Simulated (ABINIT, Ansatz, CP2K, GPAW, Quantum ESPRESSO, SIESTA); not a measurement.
**Code comparison for Ge3Rh (I4/mmm, 4 atoms in the cell)**

Self-consistent single point, at a second geometry (lattice scaled by 0.98). First geometry:

```
Ge3Rh
1.0
   -2.12256     2.12256     3.73766
    2.12256    -2.12256     3.73766
    2.12256     2.12256    -3.73766
Ge Rh
3 1
Cartesian
  0.00000   2.12256   1.86883
  2.12256   0.00000   1.86883
  0.00000   0.00000   3.73766
  0.00000   0.00000   0.00000
```

Shared settings, as Ansatz (a quantum-chemistry and plane-wave program) writes them: kpoints.mp_grid.grid = 8 8 8; scf.occupations.method = gaussian; scf.occupations.width = 0.05 eV. Potentials and cutoffs stand in the table.

```
code                                                                                                                                 model  ΔF from the first geometry (meV/atom)  pressure (GPa)       cutoff
----------------  ------------------------------------------------------------------------------------------------------------------------  -------------------------------------  --------------  -----------
GPAW                                                                         LDA (Perdew-Wang 92), GPAW PAW datasets LDA (gpaw-data 1.0.1)                                  -32.0           -1.84       550 eV
SIESTA            LDA PW92, numerical atomic orbitals DZP, PseudoDojo LDA standard norm-conserving potentials (rewritten from UPF to PSML)                                  -16.2            0.83  grid 400 Ry
CP2K                                                  LDA (Pade form), GPW, TZVP-MOLOPT-SR-GTH basis, GTH-PADE potentials (GTH_POTENTIALS)                                  -40.1           -3.28  grid 500 Ry
ABINIT                                                     LDA (PW92), norm-conserving pseudopotentials (PseudoDojo nc-sr-04 LDA standard)                                  -34.4           -2.29        44 Ha
Ansatz                                                                                                 LDA (PW92), PAW files made with PBE                                  -34.5           -2.34      default
Quantum ESPRESSO                                                                      LDA (PZ), PSlibrary ultrasoft (LDA) pseudopotentials                                  -31.6           -2.00        60 Ry
```

On Ansatz's run: spin polarisation is off.

The spread over the programs that give each value: ΔF from the first geometry within 23.9 meV/atom; pressure within 4.11 GPa.

SIESTA and CP2K use small atom-centred bases, whose incompleteness enters pressures, forces and empty levels differently from a plane-wave cutoff. Ansatz's pressure is given at a fixed set of plane waves, as the other plane-wave codes print theirs; with its correction for the finite basis it is -2.28 GPa. The same LDA comes in different parametrisations, which differ slightly. In the pressure, SIESTA (by 2.97) and CP2K (by 1.13) lie more than 1 GPa from the median of the plane-wave programs.

The starting cell comes from a database of computed structures (which also holds hypothetical and non-ambient phases and stackings), without a prior relaxation at this level. For this run, on top of that: lattice scaled by 0.98.

Left out of this page: Elk (not drawn, or without a comparable value); FLEUR (with a known weakness of the program).

Keys are those of Ansatz 0.2.
